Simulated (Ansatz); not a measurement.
## Competing hops of La vacancy in hexagonal La2O3, charge state -3

Defect: La vacancy in hexagonal La2O3, charge state -3. The numbers are results of PBE, PAW (plane waves to 420 eV; Ansatz, a quantum-chemistry and plane-wave program), not measurements.

Settings: 90 host sites, the relaxed PBE lattice, the Γ point alone, smearing 0.01 eV, spin-restricted, no image-charge correction. No zero-point or tunnelling terms. Spin-orbit coupling is left out. The charge state is imposed; whether it is stable for some Fermi level was not computed. Forms of the defect that were not tried may lie lower.

Barriers: single points on a 2×2×2 k-point mesh shifted by half a step along c at the bands' geometries.

| Route | Start site over the lowest site run (eV) | Hop (Å) | Forward barrier (eV) | Backward barrier (eV) | Neighbours at the start | Neighbours at the saddle | Saddle order | Forward, on the band's own sampling (eV) |
|---|---|---|---|---|---|---|---|---|
| a nearby La atom hops onto the vacant site | 0.00 | 3.83 | 1.54 | 1.54 | O at 2.32, O at 2.33, 2 O at 2.36, O at 2.71, 2 O at 2.97 Å | 2 O at 2.27, 2 O at 2.54, 2 O at 2.95 Å | not checked, on a symmetry element | 1.55 |
| a nearby La atom hops onto the vacant site | 0.00 | 3.71 | 1.61 | 1.61 | O at 2.34, 2 O at 2.38, O at 2.56, O at 2.72, 2 O at 2.77 Å | 2 O at 2.29, 2 O at 2.37 Å | not checked, on a symmetry element | 1.62 |
| a nearby La atom hops onto the vacant site | 0.00 | 3.84 | 1.81 | 1.81 | O at 2.29, O at 2.38, O at 2.41, O at 2.48, O at 2.68, O at 2.76, O at 2.80 Å | O at 2.16, O at 2.28, O at 2.45, O at 2.47, O at 2.69 Å | not checked | 1.82 |

Paths come from climbing-image nudged elastic band runs. Of the routes that converged and passed our checks, the lowest saddle point lies 1.54 eV above the lowest of the sites run (a nearby La atom hops onto the vacant site); other sites, such as split forms, and other routes may lie lower. A band can be held on a symmetry element, so unchecked saddle points there may be too high.
